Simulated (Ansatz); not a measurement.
# A constructed model of the (111) surface of fcc Ir, (√3x√3)R30° surface alloy, Ag on one Ir site of the top plane (bottom of the slab: a bare face, its two planes held)

All values below come from PBE (plane waves to 420 eV, PAW; Ansatz, a first-principles code).

Set-up: 18 atoms, 11.2 Å thick at the start with caps and adatoms (thin: gaps and levels are the slab's own); mesh 9x9x1; 0.1 eV smearing; dipole correction on; 6 atoms held, the rest relaxed; symmetry of the start imposed; no spin, no spin-orbit, no U. It is one candidate, not shown to be the stable structure of the face.

The work function of the top face is 5.17 eV and the energy released by relaxation is 0.44 eV. The cost is very roughly 4 core-minutes.
